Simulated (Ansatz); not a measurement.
**A self-consistent single point of CsLaS2 (R-3m, 4 atoms in the cell) with Ansatz (a first-principles code)**

Level of theory: LDA (PW92), default PAW files made with PBE (plane waves; Ansatz).

The input file:

Ansatz 0.2 input:
```yaml
crystal:
  lattice:
    - [2.155150, 1.244276, 8.060144]
    - [-2.155150, 1.244276, 8.060144]
    - [0.000000, -2.488553, 8.060144]
  atoms:
    - { symbol: Cs, position: [0.000000, 0.000000, 0.000000] }
    - { symbol: La, position: [0.500000, 0.500000, 0.500000] }
    - { symbol: S, position: [0.229090, 0.229090, 0.229090] }
    - { symbol: S, position: [0.770910, 0.770910, 0.770910] }
basis:
  ecutwfc: 420.0 eV
kpoints:
  mp_grid: { grid: [7, 7, 7] }
hamiltonian:
  xc: lda
  pseudopotentials: { kind: paw }
scf:
  occupations: { method: fixed }
output:
  forces: true
  eigenvalues: true
  stress: true
```

Output, abridged:

```
WARN ansatz: RAYON_NUM_THREADS=1 ignored (pool sized by the plan → 1); use --threads N
basis.fft_grid_basis auto: the FFT boxes are laid along the combinations [[1, 0, -1], [0, 1, -1], [0, 0, 1]] of the cell's own vectors, 4.310, 4.310 and 8.436 …
Pseudopotentials: kind: paw
Pseudopotential: Cs, paw, valence charge 9
Pseudopotential: La, paw, valence charge 11
Pseudopotential: S, paw, valence charge 6
Crystal: 4 atoms, lattice volume = 129.685 Å³
Basis set: ecut = 420 eV, 2511 PW (Γ), FFT grids on a1−a3, a2−a3, a3
Bands: 20, of which v1, the nominal top of the filled ones, is band 16 counted from 1 (15 counted from 0)
Symmetry: 12 space group operations
Space group: R-3m (ITA 166), of the structure as read, at distance tolerance 5.1e-5 Å
k-points: 44 of 343
PAW frozen core: Cs, regenerated for the run's functional, and the local potential with it
PAW frozen core: La, regenerated for the run's functional, and the local potential with it
PAW frozen core: S, regenerated for the run's functional, and the local potential with it
Initial density: superposition of atomic densities (neutral atoms: chi_scale 0, normalization atom), corrected by the library's trained network
Initial wavefunctions: pseudopotential atomic-orbital guess
Eigensolver: davidson
Functional: x = slater, c = lda
SCF iter   1: F=—  HF=-13327.746189 eV  |F-HF|=—  |Δ(HF+E_count)|=         —  Δρ=5.40e-3  dr2=5.65e-2  ethr=1.77e-3  ⟨swp⟩=6.3  Hψ=3800  notcnv=0  defer=36
all-band conjugate gradients solve this SCF's bands
preconditioner: auto → Resta (q_TF=auto, 2.161 Å⁻¹)
SCF iter   2: F=—  HF=-13327.732088 eV  |F-HF|=—  |Δ(HF+E_count)|=   1.41e-2  Δρ=2.36e-3  dr2=6.90e-3  ethr=1.76e-4  ⟨swp⟩=4.1  Hψ=2024  notcnv=0  defer=81
SCF iter   3: F=—  HF=-13327.730611 eV  |F-HF|=—  |Δ(HF+E_count)|=   1.48e-3  Δρ=1.00e-3  dr2=1.34e-3  ethr=2.16e-5  ⟨swp⟩=3.6  Hψ=1699  notcnv=0  defer=83
SCF iter   4: F=—  HF=-13327.730351 eV  |F-HF|=—  |Δ(HF+E_count)|=   2.59e-4  Δρ=1.37e-4  dr2=3.91e-5  ethr=4.18e-6  ⟨swp⟩=2.4  Hψ=1307  notcnv=0  defer=65
SCF iter   5: F=—  HF=-13327.730361 eV  |F-HF|=—  |Δ(HF+E_count)|=   9.51e-6  Δρ=4.45e-5  dr2=3.11e-6  ethr=1.22e-7  ⟨swp⟩=2.4  Hψ=1501  notcnv=0  defer=25
SCF iter   6: F=—  HF=-13327.730363 eV  |F-HF|=—  |Δ(HF+E_count)|=   1.96e-6  Δρ=7.22e-6  dr2=1.31e-7  ethr=9.72e-9  ⟨swp⟩=2.0  Hψ=1235  notcnv=0  defer=29
SCF iter   7: F=-13327.730363 eV  HF=-13327.730363 eV  |F-HF|=2.62e-9  |Δ(HF+E_count)|=   7.25e-8  Δρ=1.61e-6  dr2=4.48e-9  ethr=3.13e-10  ⟨swp⟩=10.5  Hψ=5563  notcnv=0
SCF 1 converged in 7 iterations: F = -13327.730363 eV  dr2 = 4.48e-9
SCF converged after 7 iterations
Free energy (F): -13327.730363 eV
Harris-Foulkes:  -13327.730363 eV  (|F-HF|=2.62e-9)
Internal energy: -13327.730363 eV  (E = F + TS)
E sigma→0 (E₀):  -13327.730363 eV
Fermi energy:    5.358312 eV
--- Per-component energies (eV) ---
  E_band       = -115.499643
  E_kinetic    = 548.346628
  E_local      = -981.219988  (includes V_loc(G=0)·N_el)
  E_nonlocal   = 191.655949
  E_hartree    = 339.378587
  E_xc         = -504.496998
  E_vxc        = -450.558991  (∫ρ·V_xc dr)
  E_paw        = -11285.370879  (= ΣΔE_a)
  E_vpaw       = -102.479975  (= ΣTr[D̂ρ^β])
  E_aug_tail   = 0.000002  (compensation charges beyond the density's cutoff)
  E_ewald      = -1636.923330
  E_core_change = 0.899668  (= ΣΔE_core)
  E_smearing   = -0.000000  (= −TS)
  E_closure    = -0.000000  (closes the sum)
  Σ components = -13327.730363   (vs F -13327.730363, Δ=0.00e0)
--- Forces (eV/Å), atoms counted from 1 ---
  atom   1  Cs    -0.00000000     0.00000000     0.00000000
  atom   2  La     0.00000000    -0.00000000     0.00000000
  atom   3  S      0.00000000     0.00000000    -0.10781305
  atom   4  S      0.00000000    -0.00000000     0.10781305
  max |Σ_I F_I| component: 1.39e-17 eV/Å
--- Stress (GPa, compression-positive) ---
       -2.351273       0.000000       0.000000
        0.000000      -2.351273       0.000000
        0.000000       0.000000      -2.806290
  P = ⅓ Tr σ = -2.5029 GPa (-25.029 kbar)
  The stress holds the Pulay correction. Without it, at fixed plane waves, as pw.x and ABINIT print it: P = -2.5071 GPa
--- Band table (eV; the first three rows and the last of 44) ---
  k-point 0: bands = ["-25.5603", "-15.2717", "-9.5441", "-9.0961", "-9.0961", "-5.1597", "-4.5214", "-1.7667", "-1.6855", "-1.6855", "3.2692", "3.9562", "3.9562", "5.2243", "5.3583", "5.3583", "8.5290", "8.8954", "9.0265", "9.0265"]
  k-point 1: bands = ["-25.5546", "-15.2544", "-9.5038", "-9.2311", "-9.1156", "-5.0047", "-4.5827", "-1.8648", "-1.7996", "-1.7283", "3.4934", "4.0051", "4.0499", "4.8534", "5.2207", "5.2420", "8.5951", "8.9317", "9.0030", "9.0719"]
  k-point 2: bands = ["-25.5415", "-15.2151", "-9.5203", "-9.3895", "-9.1589", "-4.8641", "-4.5659", "-2.2045", "-1.8524", "-1.8214", "3.7113", "3.9409", "4.2186", "4.4665", "5.0678", "5.2058", "8.3636", "8.9516", "8.9672", "8.9866"]
  k-point 43: bands = ["-25.5546", "-15.2546", "-9.4993", "-9.2318", "-9.1156", "-5.1121", "-4.4587", "-1.8589", "-1.8302", "-1.7281", "3.7020", "3.7958", "4.0648", "4.9432", "5.0755", "5.2088", "8.3774", "8.9947", "9.0029", "9.1275"]
```

The run converged in 7 iterations.

The starting cell comes from a database of computed structures (which also holds hypothetical and non-ambient phases and stackings), without a prior relaxation at this level. Its lattice was rescaled by up to half a per cent. Ansatz's pressure includes its estimate of the finite-basis (Pulay) stress.
